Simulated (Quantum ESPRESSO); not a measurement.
Quantum ESPRESSO run on Co3Si (P6_3/mmc, 8 atoms in the cell): self-consistent single point.

Computed with PBEsol, PSlibrary ultrasoft (PBE) pseudopotentials (plane waves; Quantum ESPRESSO).

```yaml
crystal:
  lattice:
    - [4.97647, 0.00000, 0.00000]
    - [-2.48823, 4.30975, 0.00000]
    - [0.00000, 0.00000, 3.97279]
  atoms:
    - { symbol: Co, position: [0.16748, 0.33495, 0.75000] }
    - { symbol: Co, position: [0.83252, 0.66505, 0.25000] }
    - { symbol: Co, position: [0.83252, 0.16748, 0.25000] }
    - { symbol: Co, position: [0.16748, 0.83252, 0.75000] }
    - { symbol: Co, position: [0.66505, 0.83252, 0.75000] }
    - { symbol: Co, position: [0.33495, 0.16748, 0.25000] }
    - { symbol: Si, position: [0.66667, 0.33333, 0.75000] }
    - { symbol: Si, position: [0.33333, 0.66667, 0.25000] }
```

Reference input (self-consistent single point, DFT, PBEsol, plane waves, PSlibrary ultrasoft (PBE) pseudopotentials): ecutwfc = 50 Ry; ecutrho = 300 Ry; occupations = smearing; smearing = cold; degauss = 0.0036749 Ry; input_dft = pbesol; potentials = {Co: Co.pbe-n-rrkjus_psl.1.0.0.UPF, Si: Si.pbe-n-rrkjus_psl.1.0.0.UPF}; K_POINTS = automatic 5 5 6 0 0 0; conv_thr = 1e-10 Ry; mixing_beta = 0.5. This run's input differs from it in these lines:

```diff
@@ -38,3 +38,3 @@
 K_POINTS automatic
-5 5 6  0 0 0
+12 12 13  0 0 0
```

Output, abridged:

```
     Self-consistent Calculation

     iteration #  1     ecut=    50.00 Ry     beta= 0.50

     Threshold (ethr) on eigenvalues was too large:
     Diagonalizing with lowered threshold

     total energy              =    -477.73621317 Ry
     estimated scf accuracy    <       0.14504860 Ry

     iteration #  2     ecut=    50.00 Ry     beta= 0.50

     total energy              =    -477.75529644 Ry
     estimated scf accuracy    <       0.01808561 Ry

     iteration #  3     ecut=    50.00 Ry     beta= 0.50

     total energy              =    -477.75922569 Ry
     estimated scf accuracy    <       0.00776899 Ry

   [... 9 blocks of this kind left out ...]

     iteration # 13     ecut=    50.00 Ry     beta= 0.50
     c_bands:  1 eigenvalues not converged
     c_bands:  1 eigenvalues not converged

     total energy              =    -477.76150213 Ry
     estimated scf accuracy    <          1.6E-10 Ry

     iteration # 14     ecut=    50.00 Ry     beta= 0.50
     End of self-consistent calculation

     Number of k-points >= 100: set verbosity='high' to print the bands.

     the Fermi energy is    14.2141 ev

!    total energy              =    -477.76150213 Ry
     estimated scf accuracy    <          1.6E-12 Ry
     smearing contrib. (-TS)   =      -0.00018501 Ry
     internal energy E=F+TS    =    -477.76131712 Ry

     convergence has been achieved in  14 iterations

     Forces acting on atoms (cartesian axes, Ry/au):

     atom    1 type  1   force =     0.00000000   -0.00860230   -0.00000000
     atom    2 type  1   force =    -0.00000000    0.00860230    0.00000000
     atom    3 type  1   force =     0.00744981   -0.00430115    0.00000000
     atom    4 type  1   force =    -0.00744981    0.00430115   -0.00000000
   [... lines left out ...]

     Total force =     0.021071     Total SCF correction =     0.000001

          total   stress  (Ry/bohr**3)                   (kbar)     P=     -137.95
  -0.00092666  -0.00000000   0.00000000         -136.32       -0.00        0.00
  -0.00000000  -0.00092666  -0.00000000           -0.00     -136.32       -0.00
   0.00000000   0.00000000  -0.00095988            0.00        0.00     -141.20

   JOB DONE.
```

The run converged in 14 iterations. Against the reference run the free energy hardly moves (within 1 meV/atom), the pressure moves little (-13.76 to -13.79 GPa) and the largest force goes from 0.242 to 0.221 eV/Å. The full log also holds: “c_bands:  1 eigenvalues not converged”.

The starting cell comes from a database of computed structures (which also holds hypothetical and non-ambient phases and stackings), without a prior relaxation at this level. Spin polarisation is off. With a pressure of about -14 GPa the cell is away from its equilibrium volume at this level.

Cost on one core of a shared machine: roughly 10 min.
